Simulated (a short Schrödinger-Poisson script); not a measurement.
## Symmetric double-gate stack, SiO2 on p-type Ge(111)

Structure: symmetric double-gate stack, SiO2 on p-type Ge(111), at 300 K.

```tsv
layer	material	thickness (nm)	Na (cm⁻³)
1	SiO2	3.7	-
2	Ge	5	3e16
3	SiO2	3.7	-
```

The device is made up for the run: typed textbook-type constants, with dimensions and the other settings drawn at random. SiO2: permittivity 3.9, conduction-band edge (eV) 3.1, gap (eV) 9, electron mass (mₑ) 0.5. Ge: permittivity 16, conduction-band edge (eV) 0, gap (eV) 0.664, Nv at 300 K (cm⁻³) 6e18.

Channel valleys (confinement mass, in-plane density-of-states mass, number): L1 1.59, 0.08, 1; L3 0.09, 0.34, 3. At the gates, both at one voltage, the conduction-band edge of layer 1 lies 3.35 eV − eVg above the Fermi level of the channel. Gaps are held at their typed values at every temperature. Mesh 0.03 nm at interfaces.

Solved with a short Schrödinger-Poisson script written for these runs: 1D Poisson equation in equilibrium, electrons quantum, Hartree (BenDaniel-Duke, 12 states a valley, the channel's in-plane mass for all, wave functions free to enter the dielectric), parabolic valleys, classical holes, full ionisation, no traps, pinning or gate leakage.

```
Vg (V)  electrons (cm⁻²)  C (μF/cm²)  L1 E0 (meV)  L1 E1 (meV)  L3 E0 (meV)  L3 E1 (meV)
------  ----------------  ----------  -----------  -----------  -----------  -----------
0                 6.88e7     < 0.003        260.5        287.8        345.3        645.1
0.15             2.10e10       0.123        112.4        139.7        197.3        497.0
0.3              6.52e11        1.18         21.3         47.5        105.6        404.1
0.45             1.92e12        1.47        -10.6         13.9         72.9        368.8
0.6              3.35e12        1.56        -28.3         -5.7         54.5        347.6
0.75             4.84e12        1.61        -40.6        -19.9         41.5        331.8
0.9              6.36e12        1.64        -50.1        -31.2         31.5        319.0
1.05             7.90e12        1.66        -58.0        -40.9         23.2        308.0
1.2              9.46e12        1.67        -64.7        -49.3         16.2        298.2
1.35             1.10e13        1.68        -70.9        -57.0         10.0        289.3
1.5              1.26e13        1.69        -76.5        -64.1          4.4        281.1
1.65             1.42e13        1.69        -81.8        -70.8         -0.7        273.4
1.8              1.58e13        1.70        -86.9        -77.2         -5.4        266.0
1.95             1.74e13        1.70        -91.9        -83.3         -9.8        259.0
2.1              1.90e13        1.71        -96.8        -89.3        -14.0        252.3
2.25             2.06e13        1.71       -101.7        -95.1        -18.0        245.8
2.4              2.22e13        1.71       -106.5       -100.7        -21.7        239.5
```

Gate voltages with under 1e6 electrons/cm² are left out.

Subbands count from the Fermi level. The capacitance is that of both gates.

Only the L valleys are kept; under strong confinement the Δ valleys of Ge fill too.
